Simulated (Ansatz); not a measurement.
**A computed series for KCl: pressure series**

Base system: KCl in the CsCl type structure (space group Pm-3m, No. 221; a = 3.7374 Å; a model cell).

Cell and atoms are relaxed at each pressure.

The values are results of PBEsol, PAW, 420 eV (Ansatz, a quantum-chemistry and plane-wave program; without spin-orbit coupling), not measurements.

Two rows of this table had their results exchanged by mistake.

```
pressure           volume per atom (Å³)  shortest distance (Å)  band gap
-----------------  --------------------  ---------------------  --------
pressure −2 GPa                   29.53                  3.372   4.46 eV
pressure −1 GPa                   27.50                  3.293   4.74 eV
pressure 0.9 GPa                  25.15                  3.197   5.13 eV
pressure 2.1 GPa                  20.71                  2.997   5.87 eV
pressure 4.5 GPa                  22.61                  3.086   5.70 eV
pressure 9 GPa                    24.13                  3.153   5.34 eV
pressure 15 GPa                   19.06                  2.915   5.61 eV
pressure 22.5 GPa                 17.65                  2.841   5.33 eV
pressure 30 GPa                   16.62                  2.784   5.08 eV
```

Which two?

The rows for pressure 2.1 GPa and pressure 9 GPa: the volume has to fall steadily with pressure, so 24.13 Å³ belongs to pressure 2.1 GPa and 20.71 Å³ to pressure 9 GPa.

Load acts through the strain it causes; cell and atoms are relaxed under it. Whether these cells are dynamically stable was not tested. No other phases were tried under pressure. This is not the structure that KCl has at room temperature and ambient pressure.
